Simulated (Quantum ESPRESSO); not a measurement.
Equation of state of MoSi2-type WSi2 (space group 139): energy against volume (Quantum ESPRESSO, LDA)

```
WSi2
1.0
   -1.54258     1.54258     3.76273
    1.54258    -1.54258     3.76273
    1.54258     1.54258    -3.76273
Si W
2 1
Direct
  0.66500   0.66500   0.00000
  0.33500   0.33500   0.00000
  0.00000   0.00000   0.00000
```

Computed with LDA (PZ), GBRV 1.5 ultrasoft (LDA) pseudopotentials (plane waves; Quantum ESPRESSO 7.5). Settings: ecutwfc = 52 Ry; ecutrho = 416 Ry; occupations = smearing; smearing = fd; degauss = 0.0036749 Ry; potentials = {Si: si_lda_v1.uspp.F.UPF, W: w_lda_v1.2.uspp.F.UPF}; K_POINTS = automatic 26 26 26 0 0 0; conv_thr = 1e-10 Ry; mixing_beta = 0.4. The cell above is the first row's. The rows scale it uniformly. In all rows fractional positions and the k mesh are held. E is the free energy at the stated smearing, counted from the lowest row.

```
V (Å^3/atom)  E (meV/atom)
------------  ------------
11.9381                  ?
12.1976              60.41
12.4572              30.85
12.7167              11.60
12.9762               1.63
13.2357               0.00
13.4952               5.89
13.7548              18.52
14.0143              37.21
```

Taking the third-order Birch-Murnaghan form, a cubic in V^(-2/3) for E over the 8 complete rows: With u = V^(-2/3) - 0.180, the rows have u = 0.008720, 0.006089, 0.003548, 0.001093, -0.001282, -0.003580, -0.005807, -0.007964. Least squares gives E = -0.088 + 815.22·u + 696080·u² + 700633·u³. Residuals (row less fit): -0.004, 0.008, 0.002, -0.006, -0.009, 0.007, 0.006, -0.005; standard error 0.009 (degrees of freedom: 4). Its minimum lies at u = -0.000586, so V0 = (0.179414)^(-3/2) = 13.16. There d²E/du² = 1390000 and d³E/du³ = 4204000, so B0 = (4/9) × 13.16^(-7/3) × 1390000 × 0.160218 = 242 GPa (the last factor turns the table's units into GPa), and B0' = 4 + (2/3) × 0.179414 × (4204000)/1390000 = 4.4. The program's pressures in the fitted runs (not shown) pass through zero at V = 13.15, 0.07 % from this V0.

### Question
Estimate the missing E (V = 11.9381); what did the run itself give?

### Answer
u = 0.011445, so E = -0.088 + 815.22 × 0.011445 + 696080 × 0.011445² + 700633 × 0.011445³ = 101.471 meV/atom. The calculation gives 101.42 meV/atom, 0.051 meV/atom below the prediction (0.1 % of the range of E in the table). The row lies outside the fitted rows, so this is an extrapolation. From the scatter of the fitted rows alone, a prediction at this place has a standard error of 0.027 meV/atom, so the miss is 1.9 times that.

Carrying the step between the two nearest rows on in a straight line would have given 89.96, off by 11.46; series whose last step already gives the withheld value aren't shown. The scan was laid around a cell of about the measured size, scaled by a guess for this functional; axis ratios and inner coordinates come from that cell. The runs keep the symmetry of the cell, so they don't test it for distortions. Spin polarisation is off. Spin-orbit coupling is off. The shape of the cell and the inner coordinates aren't relaxed, so V0 and B0 belong to this uniform scaling; a relaxed crystal lies no higher in energy and is usually softer (forces reach 0.37 eV/Å in these rows). Cutoffs and mesh are single choices, not tested for convergence of this quantity. Series with a scatter that would blur these digits, or in which a gap closes, are not shown. Nor are scans whose minimum lies at an end fitted in this form.
